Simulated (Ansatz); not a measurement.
The starting structures come from a database of crystals and need not be the phases stable at ambient conditions.

Tunnelling through a barrier is set by its complex band structure: the current falls as exp(−2κd) with the smallest κ.

Given:

```yaml
crystal:
  lattice:
    - [4.41538, 0.00000, 0.00000]
    - [-2.20769, 3.82383, 0.00000]
    - [0.00000, 0.00000, 13.07731]
  atoms:
    - { symbol: K, position: [0.33333, 0.66667, 0.99882] }
    - { symbol: K, position: [0.66667, 0.33333, 0.49882] }
    - { symbol: Sn, position: [0.00000, 0.00000, 0.29717] }
    - { symbol: Sn, position: [0.00000, 0.00000, 0.79717] }
    - { symbol: Sb, position: [0.33333, 0.66667, 0.68850] }
    - { symbol: Sb, position: [0.66667, 0.33333, 0.18850] }
```

Space group of this cell: P6_3mc. The cell is taken as given; by PBEsol its mean pressure is -0.7 GPa.

Transport runs along the normal of the first two printed cell vectors, the (001) plane of the conventional cell.

No gap correction and no spin-orbit coupling; mid-gap values are interpolated between computed energies.

Question: Give the band gap and the smallest decay constant κ at mid-gap that PBEsol (Ansatz, a quantum-chemistry and plane-wave program) yields.

Answer: Gap 0.26 eV on a 12×12×4 mesh; κ = 0.048 1/Å, at the zone centre.
